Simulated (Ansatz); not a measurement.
Effect of isotropic strain −1.53 % on ZrO2

Start from ZrO₂ (space group P4_2/nmc, No. 137; a = 3.621 Å, c = 5.284 Å).

It is then changed as follows: the cell is scaled by 0.9847 in all directions; the atoms relax in the strained cell.

All numbers come from PBE/PAW in Ansatz (an electronic-structure program), without spin-orbit coupling, earlier PAW set. Settings: 9×9×6 k-points, 0.05 eV Fermi–Dirac smearing.

The volume per atom decreases by 0.522 Å³ to 11.02 Å³ and the space group stays P4_2/nmc (No. 137). The shortest interatomic distance drops by 0.015 bohr, from 3.924 bohr to 3.909 bohr and the energy grows by 14 meV/atom. The pressure (mean of the normal stresses, compression positive) goes from zero to 8.93 GPa and the band gap goes up by 0.093 eV (4.04 eV → 4.14 eV). The gap character goes from indirect, k = (0.222, 0.222, 0) in the run's primitive reciprocal basis → Γ to indirect, Z → Γ and the smallest direct gap rises by 0.075 eV (4.14 eV → 4.22 eV). The width of the top valence band rises by 0.03 eV, from 0.87 eV to 0.90 eV and the electron mass becomes 2.2 mₑ along c, 0.61 mₑ across (at Γ) (base: 2.3 mₑ along c, 0.61 mₑ across (at Γ)). The largest internal atomic displacement amounts to 0.048 Å.

Final structure:

```
ZrO2
1.0
    3.56542     0.00000     0.00000
    0.00000     3.56542     0.00000
    0.00000     0.00000     5.20340
Zr O
2 4
Direct
  0.00000   0.00000   0.00000
  0.50000   0.50000   0.50000
  0.00000   0.50000   0.20165
  0.00000   0.50000   0.70165
  0.50000   0.00000   0.29835
  0.50000   0.00000   0.79835
```

Effective masses come from finite differences of ±0.01 Å⁻¹. Whether these cells are dynamically stable was not tested. This is not the structure that ZrO2 has at room temperature and ambient pressure.
